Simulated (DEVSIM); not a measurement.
Device: Cr/SiO2/n-Si capacitor, at 250 K.

Layer 1 from the left is SiO2, thickness (nm) 1.90. Layer 2 from the left is Si, thickness (nm) 420, Nd (cm⁻³) 9.5e17.

Metal gate on the left, work function 4.5 eV. Fixed charge at the semiconductor interface 2.7e10 cm⁻² (in units of +e); no interface traps.

This is a model device: material constants are rounded textbook-type values typed into the input, and sizes, dopings and lifetimes were drawn at random. Values at 300 K; Nc and Nv go as T^1.5, mobilities as T to minus their exponent, the gap by Varshni's rule with the affinity fixed.

SiO2: gap (eV) 9, affinity (eV) 0.9, permittivity 3.9. Si: gap (eV) 1.124, affinity (eV) 4.05, permittivity 11.7, Nc (cm⁻³) 2.86e19, Nv (cm⁻³) 3.1e19, Varshni α (eV/K) 0.000473, Varshni β (K) 636.

Question: Estimate by hand the flat-band voltage, the threshold voltage, and compare with a numerical solution.

Answer: 
- Flat-band voltage: C = 1.82 μF/cm², work-function difference 0.383 V; VFB = φms − qNf/C = 0.38 V; numerical 0.38 V.
- Threshold voltage: φF = 0.500 V, depletion charge √(4εqNφF) = 5.61e-7 C/cm²; VT = VFB − 2φF − Qd/C = -0.93 V; numerical -0.93 V.

DEVSIM, 1D Poisson equation in equilibrium, Boltzmann statistics, complete ionisation; no quantum confinement or tunnelling. Metal contacts follow the ideal Schottky-Mott rule: no Fermi-level pinning, no interface dipoles.
